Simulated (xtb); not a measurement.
xtb 6.7.1, GFN2-xTB: Ba(Cl)(acac)(OH2)2 (CC1=CC(C)=[O]->[Ba](<-[OH2])(<-[OH2])([Cl])[O]1), 22 atoms. The geometry is a generated start, not checked to be a minimum at this level.

```yaml
method: GFN2-xTB
"--acc": 1 (default)
"--etemp (K)": 300 (default)
detailed input (--input): "none: ANC optimiser, Lindh (1995) Hessian, microcycle=20, maxdispl=1.0, hlow=0.01 (default)"
basis_functions: 67
valence_electrons: 64
```

```xyz
22

Ba    -0.3665    -0.9005     1.8464
Cl     1.4580    -2.9422     2.0082
C      0.0195    -1.0951    -2.6932
C     -0.0139    -0.4389    -1.3289
C      0.6355     0.7904    -1.1840
C      0.7427     1.4981     0.0139
C      1.5140     2.8009    -0.0036
O      0.2445     1.1280     1.1120
O     -0.6213    -1.0514    -0.4148
H      0.3184    -0.3996    -3.4699
H      0.7317    -1.9184    -2.6591
H     -0.9607    -1.5087    -2.9222
H      1.1007     1.2169    -2.0586
H      2.5094     2.6181     0.3994
H      1.6099     3.1991    -1.0085
H      1.0220     3.5303     0.6380
O     -1.5314    -3.1706     1.4776
H     -0.6716    -3.5813     1.6842
H     -1.5870    -3.2378     0.5162
O     -1.9362     0.8651     2.9162
H     -2.8375     1.0797     2.6578
H     -1.3802     1.5181     2.4729
```

The structure is relaxed from this start with --opt LEVEL for the levels crude, sloppy, loose, lax, normal, tight, vtight, extreme, once each. Up to the end of the extreme run atoms move by at most 1.8 Å along an axis.

Problem. Which level is enough to come within 20 meV of the tightest end point?

Solution. tight: 144 cycles against 157, ending 0.034 meV above.

| level | cycles | energy above the extreme run (meV) | gradient norm (eV/Å) |
|---|---|---|---|
| crude | 1 | 180 | 0.14 |
| sloppy | 1 | 180 | 0.14 |
| loose | 1 | 180 | 0.14 |
| lax | 2 | 180 | 0.051 |
| normal | 44 | 120 | 0.010 |
| tight | 144 | 0.034 | 0.012 |
| vtight | 152 | under 0.01 | 0.0021 |
| extreme | 157 | — | 0.0024 |
